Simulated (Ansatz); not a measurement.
## A computed series for HfS2: response to strain

The reference is HfS2 in the CdI2 type structure (space group P-3m1, No. 164; layered, stacked along the Cartesian z axis).

```
HfS2
1.0
    3.54747     0.00000     0.00000
   -1.77373     3.07220     0.00000
    0.00000     0.00000     5.57685
Hf S
1 2
Direct
  0.00000   0.00000   0.00000
  0.66667   0.33333   0.26190
  0.33333   0.66667   0.73810
```

Cartesian axes are those of the cell as printed.

Strains are applied to the cell and any free atomic positions relax; under biaxial strain the out-of-plane vector relaxes too.

Level of theory: PBEsol-D3(BJ)/PAW in Ansatz (a first-principles code), no spin-orbit coupling.

Candidates:
(a) biaxial strain +2.00 %, plane normal [001], relaxed out of plane
(b) biaxial strain +0.50 %, plane normal [001], relaxed out of plane
(c) biaxial strain +2.50 %, plane normal [001], relaxed out of plane
(d) biaxial strain +1.00 %, plane normal [001], relaxed out of plane

Base values:

```
Item        Value
--------  -------
Band gap  0.45 eV
```

Problem. Order them by band gap, highest first.

Solution. (c) biaxial strain +2.50 %, plane normal [001], relaxed out of plane (0.63 eV), (a) biaxial strain +2.00 %, plane normal [001], relaxed out of plane (0.60 eV), (d) biaxial strain +1.00 %, plane normal [001], relaxed out of plane (0.52 eV), (b) biaxial strain +0.50 %, plane normal [001], relaxed out of plane (0.49 eV)

With Hf present, leaving out spin-orbit coupling can change the band edges. Whether these cells are dynamically stable was not tested.
